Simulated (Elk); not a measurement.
Input and output of a self-consistent single point for NaSn2Pd3 (P6mm, 6 atoms in the cell) (Elk).

Computed with PBEsol, all-electron FP-LAPW, Elk's shipped species files, default APW+lo basis in Elk 10.2.4.

The change in words: lattice scaled by 0.98. Reference geometry:
```yaml
crystal:
  lattice:
    - [5.88826, 0.00000, 0.00000]
    - [-2.94413, 5.09939, 0.00000]
    - [0.00000, 0.00000, 4.34897]
  atoms:
    - { symbol: Na, position: [0.00000, 0.00000, 0.19263] }
    - { symbol: Sn, position: [0.66667, 0.33333, 0.49615] }
    - { symbol: Sn, position: [0.33333, 0.66667, 0.49615] }
    - { symbol: Pd, position: [0.00000, 0.50000, 0.99502] }
    - { symbol: Pd, position: [0.50000, 0.00000, 0.99502] }
    - { symbol: Pd, position: [0.50000, 0.50000, 0.99502] }
```

Reference input (self-consistent single point, DFT, PBEsol, all-electron FP-LAPW, Elk's shipped species files, default APW+lo basis): xctype = 22; stype = 0; swidth = 0.00183747 Ha; ngridk = 5 5 5; rmtscf = 0.94; maxscl = 100. This run's input differs from it in these lines:

```diff
@@ -22,5 +22,5 @@
 avec
-    5.8882638798    0.0000000279    0.0000000000
-   -2.9441319641    5.0993860901    0.0000000000
-    0.0000000000    0.0000000000    4.3489680000
+    5.7704985805   -0.0000001527    0.0000000000
+   -2.8852491581    4.9973984396    0.0000000000
+    0.0000000000    0.0000000000    4.2619890000
```

Output, abridged:

```
│ Self-consistent loop started │
│ Loop number : 1 │
 total energy                :     -27585.0872879
│ Loop number : 2 │
 total energy                :     -27588.7089075
RMS change in Kohn-Sham potential (target) :   0.5875397313     (  0.1000000000E-05)
Absolute change in total energy (target)   :    3.621619622     (  0.1000000000E-03)
│ Loop number : 3 │
 total energy                :     -27590.4640135
RMS change in Kohn-Sham potential (target) :   0.5728479626     (  0.1000000000E-05)
Absolute change in total energy (target)   :    2.660510866     (  0.1000000000E-03)
│ Loop number : 4 │
   [... lines left out ...]
Absolute change in total energy (target)   :   0.7244434637E-03 (  0.1000000000E-03)
│ Loop number : 16 │
 total energy                :     -27648.9534188
RMS change in Kohn-Sham potential (target) :   0.1929421439E-06 (  0.1000000000E-05)
Absolute change in total energy (target)   :   0.1951205522E-03 (  0.1000000000E-03)
│ Loop number : 17 │
 total energy                :     -27648.9533986
RMS change in Kohn-Sham potential (target) :   0.4013753144E-07 (  0.1000000000E-05)
Absolute change in total energy (target)   :   0.6895491970E-04 (  0.1000000000E-03)
Convergence targets achieved

│ Loop number : 18 │

Energies :
 Fermi                       :     0.222283878247
 total energy                :     -27648.9533949

Density of states at Fermi energy :    32.23399185
 (states/Hartree/unit cell)

Estimated indirect band gap :   0.3697622273E-02
 from k-point     22 to k-point      3
Estimated direct band gap   :   0.2427061861E-01
 at k-point     25

Charges :
 core                        :    146.0000000
 valence                     :    103.0000000
 interstitial                :    9.125375279
 muffin-tins (core leakage)
  species :    1 (Na)
   atom    1                 :    9.992517435     (  0.8881784197E-15)
  species :    2 (Sn)
   atom    1                 :    47.80889717     (  0.1716533452E-03)
   atom    2                 :    47.80889717     (  0.1716533452E-03)
  species :    3 (Pd)
   atom    1                 :    44.75477098     (  0.1761764068E-07)
   atom    2                 :    44.75477098     (  0.1761764068E-07)
   atom    3                 :    44.75477098     (  0.1761764068E-07)
 total in muffin-tins        :    239.8746247
 total calculated charge     :    249.0257520
 total charge                :    249.0000000
 error                       :   0.2575204857E-01

│ Self-consistent loop stopped │
```

The run converged in 18 iterations. The count includes the last loop, which Elk runs after its targets are met. Against the reference run the total energy falls by 36.6 meV/atom.

The starting cell comes from a database of computed structures (which also holds hypothetical and non-ambient phases and stackings), without a prior relaxation at this level. Its lattice was rescaled by a random factor within 2.5 % of one. For this run, on top of that: lattice scaled by 0.98. Spin polarisation is off. Values depend on the basis (sphere radii, cutoffs, local orbitals), which need not be converged. The log's line on a gap gives a spacing of levels on this mesh, which the program prints for metals too.

Cost on one core of a shared machine: roughly 50 s.
